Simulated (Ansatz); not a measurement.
**Lu in the hcp (Mg type) structure (space group P6_3/mmc, No. 194)**

```yaml
crystal:
  lattice:
    - [3.50429, 0.00000, 0.00000]
    - [-1.75215, 3.03481, 0.00000]
    - [0.00000, 0.00000, 5.45222]
  atoms:
    - { symbol: Lu, position: [0.33333, 0.66667, 0.75000] }
    - { symbol: Lu, position: [0.66667, 0.33333, 0.25000] }
```

Level of theory: r2SCAN (Ansatz, a first-principles code; PAW; 500 eV plane waves; without spin-orbit coupling). Γ-centred 15×15×9 mesh, Fermi–Dirac width 0.05 eV.

| Item | Result |
|---|---|
| Volume per atom | 28.99 Å³ |
| Density | 10.02 g/cm³ |
| Band gap | zero |
| Total energy | -14743.697 eV/atom (σ→0; compares only within this code and set-up) |

Stability against distortions was not tested.
